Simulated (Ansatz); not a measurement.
System: TiAs (P6₃/mmc, No. 194). Method: rVV10 (Ansatz, a first-principles code, PAW).

Numerical settings: plane-wave cutoff 520 eV, 18×18×6 k mesh (along the axes of the cell as run), Fermi–Dirac smearing 0.05 eV, no spin polarisation, scalar-relativistic PAW data made under PBE.

The cell is scaled about its equilibrium volume:

Shape and atoms are relaxed at each volume.

```json
[
 {"V (Å³/atom)": "17.139", "P (GPa)": "5.00", "c (Å)": "12.016", "a (Å)": "3.630"},
 {"V (Å³/atom)": "17.496", "P (GPa)": "2.37", "c (Å)": "12.081", "a (Å)": "3.658"},
 {"V (Å³/atom)": "17.853", "P (GPa)": "0.00", "c (Å)": "12.145", "a (Å)": "3.685"},
 {"V (Å³/atom)": "18.210", "P (GPa)": "-2.13", "c (Å)": "12.210", "a (Å)": "3.712"},
 {"V (Å³/atom)": "18.567", "P (GPa)": "-4.04", "c (Å)": "12.275", "a (Å)": "3.738"}
]
```

Note: the bulk modulus comes from volumes at which shape and atoms were relaxed.
